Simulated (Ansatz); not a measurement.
Defect: interstitial B in 3C silicon carbide, charge state +3. The step: a direct jump of one B atom; the atom moves 3.10 Å along (-0.50, -0.50, 0.00) of the unit cell; the moving atom starts with neighbours 4 C at 1.76 Å and ends with 4 C at 1.76 Å. A PBE band in Ansatz (plane-wave PAW, a 2×2×2 k-point mesh shifted by half a step, 64 host sites, 57 SCF runs with any check of the saddle's order, static, no finite-size correction) gives a forward barrier of 2.90 eV. The saddle point's order was not checked, and it lies on a symmetry element of the cell, where a band can be held. The charge state is imposed; whether it is stable for some Fermi level was not computed. Sites that were not tried may lie lower.

Single points at the band's start and saddle point can refine it. Rough cost of one point, in units of the band's mean SCF on the same machine:

```json
[
 {"Level": "PBE, a 3×3×3 k-point mesh shifted by half a step", "Cost of one point": "about 5"},
 {"Level": "r2SCAN at 500 eV, a 2×2×2 k-point mesh shifted by half a step", "Cost of one point": "about 2"}
]
```

Q: Which of these move the barrier by more than 0.1 eV, and how far does each move it?

A: PBE, a 3×3×3 k-point mesh shifted by half a step: 0.00 eV; r2SCAN at 500 eV, a 2×2×2 k-point mesh shifted by half a step: +0.19 eV. Each functional is compared with PBE at the same k-points.

Ansatz is an electronic-structure program.
